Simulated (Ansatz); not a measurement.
HfSi (model structure, started from the NiAs type, P6₃/mmc, No. 194, 4 atoms in the cell): equilibrium volume per atom by level of theory

No measured value is used here.

```json
[
 {"level (code)": "PBE (Ansatz)", "value (Å³/atom)": "…"},
 {"level (code)": "PBEsol (Ansatz)", "value (Å³/atom)": "19.48"},
 {"level (code)": "PBE-D3(BJ) (Ansatz)", "value (Å³/atom)": "19.52"}
]
```

Task: Some entries are withheld; supply them.

Result: 
- PBE (Ansatz, an electronic-structure program), value (Å³/atom): 20.13

Density-functional levels without +SOC have no spin–orbit coupling. Ansatz's density-functional and Hartree–Fock values are scalar-relativistic unless marked +SOC, with PAW data made under PBE.

A model structure was made by putting elements into a prototype or built by hand; it is no filed structure, need not be a known phase, and can be a saddle point held by its symmetry.
